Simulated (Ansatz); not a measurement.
Consider YPd₂B₂C (space group I4/mmm, No. 139; a = 3.729 Å, c = 10.702 Å; a cell from a computed database, its experimental status unchecked). Axes: x, y, z lie along a, b, c of the conventional cell.

Method: PBEsol/PAW in Ansatz (a program for electronic structure), scalar-relativistic without spin-orbit coupling.

Strains are applied to the cell and any free atomic positions relax.

One change was made to it. Results:

The energy grows by 2.9 meV/atom; the pressure (mean of the normal stresses, compression positive) hardly moves (0.0 GPa against 0.1 GPa).

### Question
What was done to the base?
A) tensor shear ε_xy = −1.21 %
B) uniaxial strain ε_zz = −1.14 %
C) strain tensor (xx, yy, zz, yz, xz, xy) = (−0.79, −0.53, −1.19, −0.42, −0.12, +0.90) %

### Answer
A, tensor shear ε_xy = −1.21 %. For comparison, the energy relative to the base in the other runs: uniaxial strain ε_zz = −1.14 % gives +1.5 meV/atom; strain tensor (xx, yy, zz, yz, xz, xy) = (−0.79, −0.53, −1.19, −0.42, −0.12, +0.90) % gives +6.9 meV/atom.

Without a gap, meshes like the base's 18×18×18 leave anisotropic stresses uncertain by several tenths of a GPa, and small strain energies with them. Stability against distortions was not tested. The final runs are not spin-polarised. An odd electron count without spin: YPd2B2C.
